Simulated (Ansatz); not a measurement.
An Ansatz (a first-principles code) run: Zr with a change (isotropic strain −1.00 %); Ansatz PBEsol, no SOC.

Input:

Ansatz 0.2 input:
```yaml
crystal:
  lattice:
    - [3.1506661983, 0, 0]
    - [-1.5753330991, 2.7285569666, 0]
    - [0, 0, 5.0722821518]
  atoms:
    - { symbol: Zr, position: [0.6666666667, 0.3333333333, 0.75] }
    - { symbol: Zr, position: [0.3333333333, 0.6666666667, 0.25] }
basis: { ecutwfc: 420, ecutrho_ratio: 4, xc_grid: 2, fft_grid_basis: typed }
kpoints: { mp_grid: { grid: [21, 21, 11] } }
hamiltonian:
  xc: pbesol
  dispersion: none
  pseudopotentials: { kind: paw }
scf: { occupations: { method: fermi_dirac, width: 0.1 }, convergence: { dr2_threshold: 0.0000000002 } }
relax: { f_tol: 0.005, max_steps: 50 }
output: { forces: true, stress: true }
checkpoint: { write: state.ck, write_every: 1000 }
```

Output (explanatory and most iteration lines left out):

```
Relaxation: its limit of steps is 50 (relax.max_steps)
Pseudopotential: Zr, paw, valence charge 12
Crystal: 2 atoms, lattice volume = 43.605 Å³
Basis set: ecut = 420 eV, 845 PW (Γ), exchange–correlation on 48×48×72 points (8 copies of the dense FFT grid, shifted against one another)
Bands: 16, of which v1, the nominal top of the filled ones, is band 12 counted from 1 (11 counted from 0)
Symmetry: 24 space group operations
Space group: P63/mmc (ITA 194), of the structure as read, at distance tolerance 3.5e-5 Å
k-points: 288 of 4851
Functional: x = pbesol(κ = 0.804, μ = 0.12345679012345678), c = pbesol(β = 0.046)
SCF iter   1: F=—  HF=-8257.293372 eV  |F-HF|=—  |Δ(HF+E_count)|=         —  Δρ=3.38e-3  dr2=1.95e-3  ethr=1.77e-3  ⟨swp⟩=4.8  Hψ=19597  notcnv=0
SCF iter   2: F=—  HF=-8257.292404 eV  |F-HF|=—  |Δ(HF+E_count)|=   9.67e-4  Δρ=1.98e-3  dr2=6.59e-4  ethr=8.11e-6  ⟨swp⟩=2.8  Hψ=10025  notcnv=0
SCF 1 converged in 8 iterations: F = -8257.292495 eV  dr2 = 1.34e-11
relax step   1: F+E_penalty+E_count = -8257.29249506 eV  Δ(F+E_penalty+E_count) = +0.000e0 eV  max|allowed force component| = 3.816e-17 eV/Å  Δτ_max = 0.0000 Å  (8 SCF iters, accepted)
SCF converged after 8 iterations
Free energy (F): -8257.292495 eV
Internal energy: -8257.224652 eV  (E = F + TS)
E sigma→0 (E₀):  -8257.258574 eV
Entropy (-TS):   -0.067843 eV (-33.921 meV/atom)
Fermi energy:    14.933078 eV
--- Forces (eV/Å), atoms counted from 1 ---
  atom   1  Zr    -0.00000000     0.00000000     0.00000000
  atom   2  Zr     0.00000000    -0.00000000     0.00000000
--- Stress (GPa, compression-positive) ---
        3.018142      -0.000000       0.000000
        0.000000       3.018142       0.000000
        0.000000       0.000000       3.359553
  P = ⅓ Tr σ = 3.1319 GPa (31.319 kbar)
--- Relaxed structure (1 steps of the walk, 1 accepted, 0 SCFs on fresh bases) ---
  atoms:
    - { symbol: Zr, position: [0.6666666666666666, 0.33333333333333326, 0.7499999999999999] }
    - { symbol: Zr, position: [0.33333333333333326, 0.6666666666666665, 0.24999999999999997] }
```

Stability against distortions was not tested. All final runs are without spin polarisation. The cell was made from Zr in the hcp (Mg type) structure (space group P6_3/mmc, No. 194) by this change: isotropic strain −1.00 %.
